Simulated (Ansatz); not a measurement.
Start from Ca in the fcc (Cu type) structure (space group Fm-3m, No. 225; a = 5.4558 Å; relaxed with 0.1 eV smearing). Axes: x, y, z lie along the cube axes.

The values are results of Kohn–Sham DFT with the PBEsol functional, run in Ansatz (an electronic-structure program) with PAW and 420 eV plane waves, scalar-relativistic without spin-orbit coupling, not measurements.

Strains are applied to the cell and any free atomic positions relax; under biaxial strain the out-of-plane vector relaxes too.

One change was made to it. Results:

```tsv
quantity	base	after
energy relative to the base (free energy F)	0 meV/atom	+3.3 meV/atom
shortest interatomic distance	3.858 Å	3.793 Å
```

Task: What was done to the base?
A) biaxial strain +2.08 %, plane normal [111], relaxed out of plane
B) biaxial strain −1.67 %, plane normal [111], relaxed out of plane
C) biaxial strain −2.08 %, plane normal [111], relaxed out of plane

Result: B, biaxial strain −1.67 %, plane normal [111], relaxed out of plane. For comparison, the energy relative to the base in the other runs: biaxial strain +2.08 %, plane normal [111], relaxed out of plane gives +4.6 meV/atom; biaxial strain −2.08 %, plane normal [111], relaxed out of plane gives +5.2 meV/atom.

Stability against distortions was not tested.
